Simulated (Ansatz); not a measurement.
The reference is Lu in the hcp (Mg type) structure (space group P6_3/mmc, No. 194; a = 3.5044 Å, c = 5.4515 Å).

The values are results of Ansatz (an electronic-structure program), r2SCAN, PAW, cutoff 500 eV, without spin-orbit coupling, earlier PAW set, not measurements.

Before the change:

* **Lattice parameter a**: 350.4 pm
* **Band gap**: zero
* **c/a ratio**: 1.556

The change: hydrostatic tension (pressure −2 GPa).

Q: What does the calculation give for the lattice parameter a after the change?

A: The lattice parameter a rises by 5.1 pm to 355.5 pm.

Q: What does the calculation give for the band gap after the change?

A: The band gap is still zero.

Q: What does the calculation give for the c/a ratio after the change?

A: The c/a ratio goes up by 0.0058, from 1.556 to 1.561.

Load acts through the strain it causes; cell and atoms are relaxed under it. Stability against distortions was not tested.
